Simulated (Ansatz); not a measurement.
The starting structures come from a database of crystals and need not be the phases stable at ambient conditions.

The decay constant κ of evanescent states in the gap governs leakage through a thin film.

Here is the system:

```xyz
2
Lattice="3.7723 0.0000 0.0000 -1.8861 3.2669 0.0000 1.8861 1.0890 3.1429" Properties=species:S:1:pos:R:3 pbc="T T T"
Si     1.8861     3.2669     2.3572
Si     0.0000     0.0000     0.0000
```

The cell is strained (lengths across the current scaled by 0.98, ions clamped); by r2SCAN it stands under a pressure of 4.4 GPa.

Transport runs along the normal of the first two printed cell vectors, the (111) (indices of the unstrained crystal) plane of the conventional cell.

The gap is the functional's own, uncorrected, and κ follows it; spin-orbit coupling is left out. Mid-gap means the computed energy nearest the middle.

### Question
Give the band gap and the smallest decay constant κ at mid-gap that r2SCAN (Ansatz, a first-principles code) yields.

### Answer
Gap 0.67 eV on a 12×12×12 mesh; κ = 0.087 1/Å, at the zone centre.
